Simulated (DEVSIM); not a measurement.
Device: Si p-i-n diode, at 350 K.

| layer (left to right) | material | thickness (μm) | Nd (cm⁻³) | Na (cm⁻³) | τn (s) | τp (s) |
|---|---|---|---|---|---|---|
| 1 | Si | 0.520 | - | 5e17 | 1e-6 | 1e-6 |
| 2 | Si | 0.320 | 6e12 | - | 1e-6 | 1e-6 |
| 3 | Si | 3.10 | 1.5e18 | - | 1e-6 | 1e-6 |

Left contact: ohmic. Right contact: ohmic. Voltage is applied to the left contact. Recombination: SRH at mid-gap, radiative, Auger. Mobility is μmin + (μ − μmin)/(1 + (N/Nref)^α).

This is a model device: material constants are rounded textbook-type values typed into the input, and sizes, dopings and lifetimes were drawn at random. Values at 300 K; Nc and Nv go as T^1.5, mobilities as T to minus their exponent, the gap by Varshni's rule with the affinity fixed.

```csv
parameter,Si
gap (eV),1.124
affinity (eV),4.05
permittivity,11.7
Nc (cm⁻³),2.86e19
Nv (cm⁻³),3.1e19
μn (cm²/Vs),1417
μp (cm²/Vs),470
"μn,min",52
"μp,min",45
"Nref,n",9.7e16
"Nref,p",2.2e17
αn,0.68
αp,0.72
T exponent of μn,2.3
T exponent of μp,2.2
B (cm³/s),4.7e-15
Cn (cm⁶/s),2.8e-31
Cp (cm⁶/s),9.9e-32
Varshni α (eV/K),0.000473
Varshni β (K),636
```

DEVSIM, 1D drift-diffusion, Boltzmann statistics, complete ionisation; no tunnelling, impact ionisation, image-force lowering or self-heating.

Problem. Tabulate band edges, carrier densities and field at zero bias.

Solution. Energies count from the Fermi level of the right contact; mesh points crowd at the junctions.

```json
[
 {"x (μm)": "0.000", "Ec (eV)": "0.979", "Ev (eV)": "-0.131", "n (cm⁻³)": "290000", "p (cm⁻³)": "5.0e17", "field (V/cm)": "≈ 0"},
 {"x (μm)": "0.02705", "Ec (eV)": "0.979", "Ev (eV)": "-0.131", "n (cm⁻³)": "290000", "p (cm⁻³)": "5.0e17", "field (V/cm)": "≈ 0"},
 {"x (μm)": "0.08572", "Ec (eV)": "0.979", "Ev (eV)": "-0.131", "n (cm⁻³)": "290000", "p (cm⁻³)": "5.0e17", "field (V/cm)": "≈ 0"},
 {"x (μm)": "0.2001", "Ec (eV)": "0.979", "Ev (eV)": "-0.131", "n (cm⁻³)": "290000", "p (cm⁻³)": "5.0e17", "field (V/cm)": "≈ 0"},
 {"x (μm)": "0.4046", "Ec (eV)": "0.979", "Ev (eV)": "-0.131", "n (cm⁻³)": "290000", "p (cm⁻³)": "5.0e17", "field (V/cm)": "≈ 0"},
 {"x (μm)": "0.4788", "Ec (eV)": "0.979", "Ev (eV)": "-0.132", "n (cm⁻³)": "290000", "p (cm⁻³)": "5.0e17", "field (V/cm)": "-94"},
 {"x (μm)": "0.5130", "Ec (eV)": "0.967", "Ev (eV)": "-0.144", "n (cm⁻³)": "430000", "p (cm⁻³)": "3.3e17", "field (V/cm)": "-19000"},
 {"x (μm)": "0.5464", "Ec (eV)": "0.862", "Ev (eV)": "-0.248", "n (cm⁻³)": "1.4e7", "p (cm⁻³)": "1.0e16", "field (V/cm)": "-25000"},
 {"x (μm)": "0.6010", "Ec (eV)": "0.732", "Ev (eV)": "-0.379", "n (cm⁻³)": "1.1e9", "p (cm⁻³)": "1.4e14", "field (V/cm)": "-24000"},
 {"x (μm)": "0.6986", "Ec (eV)": "0.503", "Ev (eV)": "-0.608", "n (cm⁻³)": "2.1e12", "p (cm⁻³)": "6.8e10", "field (V/cm)": "-23000"},
 {"x (μm)": "0.7833", "Ec (eV)": "0.303", "Ev (eV)": "-0.808", "n (cm⁻³)": "1.6e15", "p (cm⁻³)": "9.2e7", "field (V/cm)": "-24000"},
 {"x (μm)": "0.8338", "Ec (eV)": "0.161", "Ev (eV)": "-0.950", "n (cm⁻³)": "1.7e17", "p (cm⁻³)": "830000", "field (V/cm)": "-47000"},
 {"x (μm)": "0.8567", "Ec (eV)": "0.096", "Ev (eV)": "-1.014", "n (cm⁻³)": "1.5e18", "p (cm⁻³)": "96000", "field (V/cm)": "-930"},
 {"x (μm)": "0.9075", "Ec (eV)": "0.096", "Ev (eV)": "-1.015", "n (cm⁻³)": "1.5e18", "p (cm⁻³)": "95000", "field (V/cm)": "≈ 0"},
 {"x (μm)": "1.077", "Ec (eV)": "0.096", "Ev (eV)": "-1.015", "n (cm⁻³)": "1.5e18", "p (cm⁻³)": "95000", "field (V/cm)": "≈ 0"},
 {"x (μm)": "1.376", "Ec (eV)": "0.096", "Ev (eV)": "-1.015", "n (cm⁻³)": "1.5e18", "p (cm⁻³)": "95000", "field (V/cm)": "≈ 0"},
 {"x (μm)": "2.067", "Ec (eV)": "0.096", "Ev (eV)": "-1.015", "n (cm⁻³)": "1.5e18", "p (cm⁻³)": "95000", "field (V/cm)": "≈ 0"},
 {"x (μm)": "3.030", "Ec (eV)": "0.096", "Ev (eV)": "-1.015", "n (cm⁻³)": "1.5e18", "p (cm⁻³)": "95000", "field (V/cm)": "≈ 0"},
 {"x (μm)": "3.636", "Ec (eV)": "0.096", "Ev (eV)": "-1.015", "n (cm⁻³)": "1.5e18", "p (cm⁻³)": "95000", "field (V/cm)": "≈ 0"},
 {"x (μm)": "3.817", "Ec (eV)": "0.096", "Ev (eV)": "-1.015", "n (cm⁻³)": "1.5e18", "p (cm⁻³)": "95000", "field (V/cm)": "≈ 0"},
 {"x (μm)": "3.896", "Ec (eV)": "0.096", "Ev (eV)": "-1.015", "n (cm⁻³)": "1.5e18", "p (cm⁻³)": "95000", "field (V/cm)": "≈ 0"},
 {"x (μm)": "3.940", "Ec (eV)": "0.096", "Ev (eV)": "-1.015", "n (cm⁻³)": "1.5e18", "p (cm⁻³)": "95000", "field (V/cm)": "≈ 0"}
]
```
